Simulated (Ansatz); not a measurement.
O on the 1x1 (111) surface of fcc Ag, one in a 3x3 cell, energies for each (67.1 Å²). Energies are against ½ O2(g), without zero-point or thermal terms; each row is named by its start.

The numbers are results of PBE (plane waves to 420 eV, PAW; Ansatz, a quantum-chemistry and plane-wave program), not measurements.

Slab: 37 atoms, 7.1 Å thick at the start under the adsorbate (thin: gaps and levels are the slab's own); k 4x4x1, smearing 0.1 eV, dipole-corrected; 18 atoms held, the rest relaxed; each run with such symmetry as its start has; spin-polarised, no spin-orbit, no U, no dispersion correction.

A negative adsorption energy means that the adsorbate is more stable on the surface than in its reference. Starts that drift may end in the same place. Heights count from the host atoms within 0.3 Å of the top one.

```
starting site                           E_ads (eV)  height (Å)  nearest host atom (Å)  bonded to  Δ work function (eV)  lateral drift (Å)  moment (μB)
--------------------------------------  ----------  ----------  ---------------------  ---------  --------------------  -----------------  -----------
top Ag                                        1.15        1.89                Ag 1.96         Ag                  1.05                0.0          0.5
hollow Ag-Ag-Ag over Ag at depth 2.4 Å       -0.24        1.27                Ag 2.15       3 Ag                  0.58                0.0          0.0
hollow Ag-Ag-Ag over Ag at depth 4.7 Å       -0.34        1.22                Ag 2.14       3 Ag                  0.54                0.0          0.0
bridge Ag-Ag (span 2.9 Å)                    -0.34        1.22                Ag 2.14       3 Ag                  0.54                0.8          0.0
```
